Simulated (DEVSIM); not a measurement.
System: Mo/TiO2/p-InP capacitor, at 250 K.

```csv
layer (left to right),material,thickness (nm),Na (cm⁻³)
1,TiO2,23.0,-
2,InP,480,1.7e18
```

Metal gate on the left, work function 4.6 eV. Fixed charge at the semiconductor interface -1.3e11 cm⁻² (in units of +e); interface traps 3e11 cm⁻² eV⁻¹, uniform in energy, neutral level at 0.3 of the gap above the valence band.

This is a model device: material constants are rounded textbook-type values typed into the input, and sizes, dopings and lifetimes were drawn at random. Values at 300 K; Nc and Nv go as T^1.5, mobilities as T to minus their exponent, the gap by Varshni's rule with the affinity fixed.

| parameter | TiO2 | InP |
|---|---|---|
| gap (eV) | 3.2 | 1.344 |
| affinity (eV) | 3.9 | 4.38 |
| permittivity | 60 | 12.5 |
| Nc (cm⁻³) | - | 5.7e17 |
| Nv (cm⁻³) | - | 1.1e19 |
| Varshni α (eV/K) | - | 0.000363 |
| Varshni β (K) | - | 162 |

DEVSIM, 1D Poisson equation in equilibrium, Boltzmann statistics, complete ionisation; no quantum confinement or tunnelling. Metal contacts follow the ideal Schottky-Mott rule: no Fermi-level pinning, no interface dipoles.

Question: Tabulate band edges, carrier densities and field at -0.1 V on the gate.

Answer: Energies count from the Fermi level of the right contact; mesh points crowd at the junctions.

```json
[
 {"x (μm)": "0.000", "Ec (eV)": "0.800", "Ev (eV)": "-2.400", "n (cm⁻³)": "< 1e2", "p (cm⁻³)": "< 1e2", "field (V/cm)": "130000"},
 {"x (μm)": "0.001084", "Ec (eV)": "0.814", "Ev (eV)": "-2.386", "n (cm⁻³)": "< 1e2", "p (cm⁻³)": "< 1e2", "field (V/cm)": "130000"},
 {"x (μm)": "0.003212", "Ec (eV)": "0.841", "Ev (eV)": "-2.359", "n (cm⁻³)": "< 1e2", "p (cm⁻³)": "< 1e2", "field (V/cm)": "130000"},
 {"x (μm)": "0.006987", "Ec (eV)": "0.890", "Ev (eV)": "-2.310", "n (cm⁻³)": "< 1e2", "p (cm⁻³)": "< 1e2", "field (V/cm)": "130000"},
 {"x (μm)": "0.01568", "Ec (eV)": "1.001", "Ev (eV)": "-2.199", "n (cm⁻³)": "< 1e2", "p (cm⁻³)": "< 1e2", "field (V/cm)": "130000"},
 {"x (μm)": "0.01961", "Ec (eV)": "1.052", "Ev (eV)": "-2.148", "n (cm⁻³)": "< 1e2", "p (cm⁻³)": "< 1e2", "field (V/cm)": "130000"},
 {"x (μm)": "0.02174", "Ec (eV)": "1.079", "Ev (eV)": "-2.121", "n (cm⁻³)": "< 1e2", "p (cm⁻³)": "< 1e2", "field (V/cm)": "130000"},
 {"x (μm)": "0.02321", "Ec (eV)": "0.628", "Ev (eV)": "-0.732", "n (cm⁻³)": "96000", "p (cm⁻³)": "15000", "field (V/cm)": "580000"},
 {"x (μm)": "0.02454", "Ec (eV)": "0.702", "Ev (eV)": "-0.657", "n (cm⁻³)": "3000", "p (cm⁻³)": "470000", "field (V/cm)": "540000"},
 {"x (μm)": "0.02734", "Ec (eV)": "0.845", "Ev (eV)": "-0.515", "n (cm⁻³)": "< 1e2", "p (cm⁻³)": "3.5e8", "field (V/cm)": "480000"},
 {"x (μm)": "0.03264", "Ec (eV)": "1.062", "Ev (eV)": "-0.298", "n (cm⁻³)": "< 1e2", "p (cm⁻³)": "8.4e12", "field (V/cm)": "340000"},
 {"x (μm)": "0.04870", "Ec (eV)": "1.319", "Ev (eV)": "-0.041", "n (cm⁻³)": "< 1e2", "p (cm⁻³)": "1.2e18", "field (V/cm)": "22000"},
 {"x (μm)": "0.07639", "Ec (eV)": "1.325", "Ev (eV)": "-0.034", "n (cm⁻³)": "< 1e2", "p (cm⁻³)": "1.7e18", "field (V/cm)": "≈ 0"},
 {"x (μm)": "0.1290", "Ec (eV)": "1.325", "Ev (eV)": "-0.034", "n (cm⁻³)": "< 1e2", "p (cm⁻³)": "1.7e18", "field (V/cm)": "≈ 0"},
 {"x (μm)": "0.2787", "Ec (eV)": "1.325", "Ev (eV)": "-0.034", "n (cm⁻³)": "< 1e2", "p (cm⁻³)": "1.7e18", "field (V/cm)": "≈ 0"},
 {"x (μm)": "0.3932", "Ec (eV)": "1.325", "Ev (eV)": "-0.034", "n (cm⁻³)": "< 1e2", "p (cm⁻³)": "1.7e18", "field (V/cm)": "≈ 0"},
 {"x (μm)": "0.4476", "Ec (eV)": "1.325", "Ev (eV)": "-0.034", "n (cm⁻³)": "< 1e2", "p (cm⁻³)": "1.7e18", "field (V/cm)": "≈ 0"},
 {"x (μm)": "0.4763", "Ec (eV)": "1.325", "Ev (eV)": "-0.034", "n (cm⁻³)": "< 1e2", "p (cm⁻³)": "1.7e18", "field (V/cm)": "≈ 0"},
 {"x (μm)": "0.4930", "Ec (eV)": "1.325", "Ev (eV)": "-0.034", "n (cm⁻³)": "< 1e2", "p (cm⁻³)": "1.7e18", "field (V/cm)": "≈ 0"},
 {"x (μm)": "0.4985", "Ec (eV)": "1.325", "Ev (eV)": "-0.034", "n (cm⁻³)": "< 1e2", "p (cm⁻³)": "1.7e18", "field (V/cm)": "≈ 0"},
 {"x (μm)": "0.5014", "Ec (eV)": "1.325", "Ev (eV)": "-0.034", "n (cm⁻³)": "< 1e2", "p (cm⁻³)": "1.7e18", "field (V/cm)": "≈ 0"},
 {"x (μm)": "0.5030", "Ec (eV)": "1.325", "Ev (eV)": "-0.034", "n (cm⁻³)": "< 1e2", "p (cm⁻³)": "1.7e18", "field (V/cm)": "≈ 0"}
]
```
